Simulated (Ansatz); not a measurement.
Zr$_{3}$N$_{4}$ (Fd-3m), PBEsol, rigid bands (Ansatz, an electronic-structure program): N_v = 1.09e20 cm⁻³ at 300 K and a hole conductivity mass of 0.687 mₑ.

Question: For 1e17 holes per cm³ at 300 K, place the Fermi level, estimate the Seebeck coefficient of a parabolic band with constant τ, and give mobility and conductivity for τ = 10 fs.

Answer: The level lies k_BT ln(N_v/p) = 0.181 eV above the valence-band maximum. S ≈ +(k_B/e)[ln(N_v/p) + 5/2] = 818 μV/K, against 815 μV/K from the full bands (mean over directions). μ = eτ/m = 25.6 cm²/(V·s) and σ = peμ = 0.410 S/cm. τ is assumed, not computed.

Band transport and this doping are assumed; polarons and phonon drag are left out. Spin-orbit coupling is left out; where it splits the top of the valence band, N_v and the p-type Seebeck coefficient come out somewhat high without it.

Computed structure with no diffraction record at hand here (it may be known, metastable or hypothetical): Zr3N4 (Fd-3m).
